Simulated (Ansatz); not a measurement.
# TiAl: strain tensor (xx, yy, zz, yz, xz, xy) = (+1.78, +0.49, −0.97, +1.20, +0.16, +0.06) %

Consider TiAl (space group P4/mmm, No. 123; a = 2.796 Å, c = 4.038 Å; relaxed with 0.1 eV smearing). Axes: x, y, z lie along a, b, c of the conventional cell.

The change: strain tensor (xx, yy, zz, yz, xz, xy) = (+1.78, +0.49, −0.97, +1.20, +0.16, +0.06) %, atoms relaxed at fixed cell.

Computed with PBEsol (Ansatz, an electronic-structure program, PAW, spin-orbit coupling left out), earlier PAW set. Γ-centred 21×21×14 mesh, Fermi–Dirac width 0.1 eV.

```tsv
quantity	base	changed	shift
space group	P4/mmm (No. 123)	P-1 (No. 2)	–
shortest interatomic distance	2.796 Å	2.802 Å	+0.0055 Å
energy relative to the base (free energy F)	0 meV/atom	+6.0 meV/atom	+6.0 meV/atom
pressure (mean of the normal stresses, compression positive)	0.0 GPa	-1.4 GPa	-1.4 GPa
band gap	zero	zero	–
stress (xx, yy, zz, yz, xz, xy; compression positive)	–	(-2.8, -1.1, -0.3, -2.8, -0.4, 0.0) GPa	–
```

Final structure:

```xyz
2
Lattice="2.8458 0.0017 0.0045 0.0017 2.8098 0.0334 0.0065 0.0483 3.9986" Properties=species:S:1:pos:R:3 pbc="T T T"
Al     1.4270     1.4298     2.0182
Ti     0.0000     0.0000     0.0000
```

Stability against distortions was not tested. All final runs are without spin polarisation.
